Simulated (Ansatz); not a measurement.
The starting structures come from a database of crystals and need not be the phases stable at ambient conditions.

 Where the default PAW files enter, the runs use the earlier of Ansatz's two default sets.

Data:

```
CELL_PARAMETERS angstrom
      3.98858     0.00000     0.00000
      0.00000     3.98858     0.00000
      0.00000     0.00000     3.98858
ATOMIC_POSITIONS crystal
  Ba 0.00000 0.00000 0.00000
  Li 0.50000 0.50000 0.50000
  F  0.00000 0.50000 0.50000
  F  0.50000 0.00000 0.50000
  F  0.50000 0.50000 0.00000
```

Space group of this cell: Pm-3m, cubic perovskite. The cell is taken as given.

Transport runs along the normal of the first two printed cell vectors, the (001) plane of the conventional cell.

No gap correction and no spin-orbit coupling; mid-gap values are interpolated between computed energies.

Problem. Compute, with r2SCAN run with Ansatz (an electronic-structure program), the band gap and the smallest decay constant κ at mid-gap.

Solution. Gap 7.39 eV on a 8×8×8 mesh; κ = 0.520 1/Å, at the zone centre.
